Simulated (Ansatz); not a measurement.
# AlAs, alloy series

Consider AlAs in the zinc blende structure (space group F-43m, No. 216; a = 5.674 Å).

The other end (x = 1) is GaAs in the zinc blende structure (space group F-43m, No. 216): 22.66 Å³/atom, gap 0.42 eV.

Ga replaces a fraction x of Al; each row is one arrangement (x, atoms in the cell, starting space group or random), fully relaxed.

Calculations: PBEsol, PAW, 420 eV (Ansatz, a first-principles code; no SOC), earlier PAW set.

Base values:

```
Item        Value
--------  -------
Band gap  1.34 eV
```

**Question.** The aim is a band gap between 0.63 eV and 0.67 eV. Which of these changes reaches it?
A. x(Ga) = 0.75, 8 atoms, Amm2
B. x(Ga) = 0.667, 6 atoms, Imm2
C. x(Ga) = 0.25, 8 atoms, P-4m2

**Answer.** A, x(Ga) = 0.75, 8 atoms, Amm2. It gives 0.65 eV; x(Ga) = 0.667, 6 atoms, Imm2 gives 0.89 eV; x(Ga) = 0.25, 8 atoms, P-4m2 gives 1.33 eV. Changes not listed may reach it too

Each cell is one ordered arrangement of few atoms, which overstates ordering effects compared with a random alloy. Whether these cells are dynamically stable was not tested.
